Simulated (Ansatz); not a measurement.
The starting structures come from a database of crystals and need not be the phases stable at ambient conditions.

 Where the default PAW files enter, the runs use the earlier of Ansatz's two default sets.

Given:

```
CELL_PARAMETERS angstrom
      5.17526     0.00000     0.00000
      0.00000     7.31892     0.00000
      0.00000     3.65946     3.65946
ATOMIC_POSITIONS crystal
  Sn 0.50000 0.00000 0.50000
  Sn 0.00000 0.50000 0.00000
  Sn 0.50000 0.50000 0.50000
  Sn 0.00000 0.00000 0.00000
  O  0.16110 0.66110 0.50000
  O  0.83890 0.33890 0.50000
  O  0.66110 0.83890 0.00000
  O  0.33890 0.16110 0.00000
  O  0.83890 0.16110 0.17780
  O  0.16110 0.83890 0.82220
  O  0.33890 0.33890 0.32220
  O  0.66110 0.66110 0.67780
```

Space group of this cell: Pa-3. The cell is taken as given; by r2SCAN its mean pressure is -9.1 GPa.

Method: r2SCAN (plane waves, PAW; Ansatz, an electronic-structure program).

The current runs along the normal of the first two printed vectors; no spin-orbit coupling. Scaled by the factor s: both lengths across the current (ions clamped). The meshes follow the cell: 6×6×8 and 6×4 across at s = 0.98, 8×8×8 and 6×4 across at s = 1.00, 6×6×8 and 6×4 across at s = 1.02.

| s | mean pressure (GPa) | band gap (eV) |
|---|---|---|
| 0.98 | -0.7 | 1.54 |
| 1.00 | -9.1 | 1.12 |
| 1.02 | -15.8 | ? |

Q: Take the slope of the band gap against ln s from the two given rows, extrapolate to s = 1.02, and say what the run there gives.

A: Slope = (1.54 − 1.12) / ln 0.98 = -20.8 eV. The line gives 1.12 + (-20.8) × ln 1.02 = 0.71 eV. The run gives 0.68 eV, 0.03 eV under the line, 7 % of the predicted step.
